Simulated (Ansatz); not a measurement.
An Ansatz (a quantum-chemistry and plane-wave program) input (Ansatz r2SCAN, without spin-orbit coupling):

Ansatz 0.2 input:
```yaml
crystal:
  lattice:
    - [0, 3.0974769137, 3.0974769137]
    - [3.0974769137, 0, 3.0974769137]
    - [3.0974769137, 3.0974769137, 0]
  atoms:
    - { symbol: Ba, position: [0, 0, 0] }
    - { symbol: F, position: [0.25, 0.25, 0.25] }
    - { symbol: F, position: [0.75, 0.75, 0.75] }
basis: { ecutwfc: 500, ecutrho_ratio: 4, xc_grid: 4, fft_grid_basis: typed }
kpoints: { mp_grid: { grid: [9, 9, 9] } }
hamiltonian:
  xc: r2scan
  dispersion: none
  pseudopotentials: { kind: paw }
scf: { occupations: { method: fermi_dirac, width: 0.05 }, convergence: { dr2_threshold: 0.0000000003 } }
output: { forces: true, stress: true }
checkpoint: { write: state.ck, write_every: 1000 }
```

Task: Which symmetry and how many k-points will the program report, and about how many plane waves at Γ?

Result: Space group Fm-3m (ITA 225) with 48 operations, k-points 35 of 729, and 1459 plane waves at Γ.

Stability against distortions was not tested. The cell was made from CaF2 by this change: Ca → Ba.
